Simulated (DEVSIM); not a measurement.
System: Schottky contact on p-type Si, at 300 K.

Layer 1 from the left is Si, thickness (μm) 16.0, Na (cm⁻³) 8.6e16, τn (s) 2.5e-7, τp (s) 2.5e-7.

Left contact: Schottky, work function 4.504 eV, emission velocity 6.9e6 cm/s. Right contact: ohmic. Voltage is applied to the left contact. Recombination: SRH at mid-gap, Auger. Mobility is constant in doping.

Constants are typed, rounded textbook-type inputs, not results; the design itself was drawn at random and stands for no fabricated device. Values at 300 K.

Si: gap (eV) 1.124, affinity (eV) 4.05, permittivity 11.7, Nc (cm⁻³) 2.86e19, Nv (cm⁻³) 3.1e19, μn (cm²/Vs) 1417, μp (cm²/Vs) 470, Cn (cm⁶/s) 2.8e-31, Cp (cm⁶/s) 9.9e-32.

Simulated with DEVSIM: 1D drift-diffusion, Boltzmann statistics, complete ionisation; no tunnelling, impact ionisation, image-force lowering or self-heating. Metal contacts follow the ideal Schottky-Mott rule: no Fermi-level pinning, no interface dipoles.

Dark forward current:

```
|V| (V)  |J| (A/cm²)
-------  -----------
0.05       0.0009879
0.10        0.007758
0.15         0.05408
0.20          0.3693
0.25           2.464
0.30           14.82
0.35           63.08
0.40           163.5
0.45           300.4
0.50           457.4
0.55           625.8
0.60           801.3
0.65           981.6
0.70            1165
0.75            1352
0.80            1540
0.85            1729
0.90            1920
0.95            2112
```

Q: Work out the local ideality factor n = ΔV / (kT/q · ln(J2/J1)) between the rows 0.15 and 0.20 V, 0.90 and 0.95 V.

A: kT/q = 25.85 mV. From 0.15 to 0.20 V: ln(0.3693/0.05408) = 1.921, n = 1.01, near the 1 of diffusion or emission over a barrier. From 0.90 to 0.95 V: ln(2112/1920) = 0.095, n = 20.29; the layers' resistance at their doping, Σ W/(qμN) = 0.00025 Ω cm², would take 47 mV of this step of 50 mV.

Q: Estimate the current at 0.20 V for emission alone, J0 = q v N_band exp(−φB/kT), and read the barrier back from the simulated current.

A: φB = 0.670 eV, N_band = 3.10e19 cm⁻³, J0 = 0.000190 A/cm²; J = J0 (exp(qV/kT) − 1) = 0.435 A/cm². The simulation gives 0.369 A/cm²; the estimate lies 18 % above. Read backwards, the simulated current gives an apparent barrier of 0.674 eV. The estimate leaves out transport through the depletion region and minority injection.
